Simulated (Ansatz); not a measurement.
The starting structures come from a database of crystals and need not be the phases stable at ambient conditions.

The decay constant κ of evanescent states in the gap governs leakage through a thin film.

```
CELL_PARAMETERS angstrom
      6.81837     0.00000    -0.02787
      0.00000     7.60910     0.00000
     -0.22926     0.00000     9.48758
ATOMIC_POSITIONS crystal
  Sn 0.96537 0.38596 0.25509
  Sn 0.03463 0.61404 0.74491
  Sn 0.53463 0.88596 0.24491
  Sn 0.46537 0.11404 0.75509
  P  0.93592 0.10728 0.56496
  P  0.06408 0.89272 0.43504
  P  0.56408 0.60728 0.93504
  P  0.43592 0.39272 0.06496
  Se 0.11355 0.01099 0.22640
  Se 0.88645 0.98901 0.77360
  Se 0.38645 0.51099 0.27360
  Se 0.61355 0.48901 0.72640
  Se 0.33368 0.81062 0.94444
  Se 0.66632 0.18938 0.05556
  Se 0.16632 0.31062 0.55556
  Se 0.83368 0.68938 0.44444
  Se 0.83235 0.70299 0.04675
  Se 0.16765 0.29701 0.95325
  Se 0.66765 0.20299 0.45325
  Se 0.33235 0.79701 0.54675
```

Space group of this cell: P2_1/c. The cell was relaxed by PBE-D3(BJ); by PBEsol its mean pressure is -0.5 GPa.

Transport runs along the normal of the first two printed cell vectors.

The gap is the functional's own, uncorrected, and κ follows it; spin-orbit coupling is left out. Mid-gap values are interpolated between the computed energies.

Question: Give the band gap and the smallest decay constant κ at mid-gap that Ansatz (an electronic-structure program) with PBEsol yields.

Answer: Gap 1.14 eV on a 6×4×4 mesh; κ = 0.153 1/Å, at (0.000, 0.250) of the in-plane reciprocal vectors. At the zone centre, at the nearest computed energy, the slowest state has κ = 0.21 1/Å.
